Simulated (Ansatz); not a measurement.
```xyz
4
Lattice="2.4983 0.0000 0.0000 -1.2491 2.1636 0.0000 0.0000 0.0000 4.2342" Properties=species:S:1:pos:R:3 pbc="T T T"
C      0.0000     1.4424     0.0009
C      1.2491     0.7212     2.1181
C      0.0000     1.4424     1.5869
C      1.2491     0.7212     3.7040
```

The numbers are results of r2SCAN, rigid bands (plane waves, PAW, scalar-relativistic; Ansatz, an electronic-structure program), not measurements. Condition of this run: uniaxial stress along c of -22 GPa (compression positive) (the target of the relaxation). Geometry: cell and atoms relaxed with PBEsol, then loaded as said.

Q: Predict the hole conductivity mass (n e² τ/σ) at 300 K, by direction if it differs.

A: 0.44 (x), 0.44 (y), 0.71 (z) mₑ.

Q: What conductivity effective mass do dilute electrons have at 300 K?

A: 0.46 (x), 0.46 (y), 0.28 (z) mₑ.

Q: And the band gap?

A: 3.62 eV at this level; semilocal functionals usually fall short of the measured gap.

Rigid bands, one relaxation time for all states, no polarons. Spin-orbit coupling is left out. Geometry: cell and atoms relaxed with PBEsol.
